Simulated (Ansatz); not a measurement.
The reference is Ca in the fcc (Cu type) structure (space group Fm-3m, No. 225; a = 5.456 Å; relaxed with 0.1 eV smearing).

Level of theory: PBEsol/PAW in Ansatz (a quantum-chemistry and plane-wave program), spin-orbit coupling left out.

Strains are applied to the cell and any free atomic positions relax.

One change was made to it. Results:

The energy grows by 4.9 meV/atom; the pressure goes from zero to 0.9 GPa.

### Question
Which of these changes matches the shifts?
(A) isotropic strain −1.50 %
(B) isotropic strain −1.00 %
(C) isotropic strain +1.00 %

### Answer
A, isotropic strain −1.50 %. For comparison, the energy relative to the base in the other runs: isotropic strain −1.00 % gives +2.2 meV/atom; isotropic strain +1.00 % gives +2.0 meV/atom.

Stability against distortions was not tested.
